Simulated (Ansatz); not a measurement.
# Carrier doping in GaAs

Base system: GaAs in the zinc blende structure (space group F-43m, No. 216).

```yaml
crystal:
  lattice:
    - [0.00000, 2.82951, 2.82951]
    - [2.82951, 0.00000, 2.82951]
    - [2.82951, 2.82951, 0.00000]
  atoms:
    - { symbol: As, position: [0.75000, 0.75000, 0.75000] }
    - { symbol: Ga, position: [0.00000, 0.00000, 0.00000] }
```

Carriers are added at fixed cell with a uniform background; the Fermi–Dirac width is that of 300 K.

Computed with PBEsol in Ansatz (plane waves to 420 eV, PAW, spin-orbit coupling left out).

Notes on the quantities. Fermi level from band edge: Fermi level relative to the doped band's edge (positive inside the band; to 0.05 eV).

```json
[
 {"variant": "undoped", "gap between the host's bands": "0.42 eV", "Fermi level from band edge": "–"},
 {"variant": "electrons 5.0×10^20 cm⁻³", "gap between the host's bands": "0.42 eV", "Fermi level from band edge": "+0.75 eV"},
 {"variant": "electrons 2.0×10^21 cm⁻³", "gap between the host's bands": "0.42 eV", "Fermi level from band edge": "+1.05 eV"},
 {"variant": "electrons 3.0×10^21 cm⁻³", "gap between the host's bands": "0.42 eV", "Fermi level from band edge": "+1.10 eV"},
 {"variant": "holes 5.0×10^20 cm⁻³", "gap between the host's bands": "0.43 eV", "Fermi level from band edge": "+0.20 eV"},
 {"variant": "holes 2.0×10^21 cm⁻³", "gap between the host's bands": "0.44 eV", "Fermi level from band edge": "+0.40 eV"},
 {"variant": "holes 3.0×10^21 cm⁻³", "gap between the host's bands": "0.44 eV", "Fermi level from band edge": "+0.55 eV"}
]
```

Carriers are added with a uniform compensating background; total energy and stress of such cells depend on the potential's zero and are not compared; many-body gap narrowing is missing at this level. Whether these cells are dynamically stable was not tested.

Ansatz is an electronic-structure program.
